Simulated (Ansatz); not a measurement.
Base system: HfS₂ in the CdI2 type structure (space group P-3m1, No. 164; a = 3.5475 Å, c = 5.5768 Å; layered, stacked along the Cartesian z axis). Axes: x lies along a and z along c of the hexagonal cell.

Method: DFT with PBEsol-D3(BJ), PAW potentials and a 420 eV plane-wave cutoff in Ansatz (an electronic-structure program), no SOC.

Strains are applied to the cell and any free atomic positions relax.

One change was made to it. Results:

The band gap decreases by 0.19 eV to 0.26 eV; the energy goes up by 4.4 meV/atom; the width of the top valence band increases by 0.25 eV to 2.64 eV; the pressure (mean of the normal stresses, compression positive) rises by 1.156 GPa to 1.16 GPa; the smallest direct gap falls by 0.11 eV (1.50 eV → 1.39 eV).

### Question
What was done to the base?
(A) uniaxial strain ε_zz = +1.00 %
(B) uniaxial strain ε_zz = +2.50 %
(C) uniaxial strain ε_zz = −0.50 %
(D) uniaxial strain ε_zz = −3.00 %
(E) uniaxial strain ε_zz = +2.00 %

### Answer
D, uniaxial strain ε_zz = −3.00 %. For comparison, the band gap in the other runs: uniaxial strain ε_zz = −0.50 % gives 0.41 eV; uniaxial strain ε_zz = +2.00 % gives 0.58 eV; uniaxial strain ε_zz = +1.00 % gives 0.51 eV; uniaxial strain ε_zz = +2.50 % gives 0.61 eV.

Spin-orbit coupling, missing from the scalar runs, can matter with Hf. No phonon test of stability was made. A zero or small gap of HfS2 under uniaxial strain ε_zz = −3.00 % can be the functional's error rather than a property of the material.
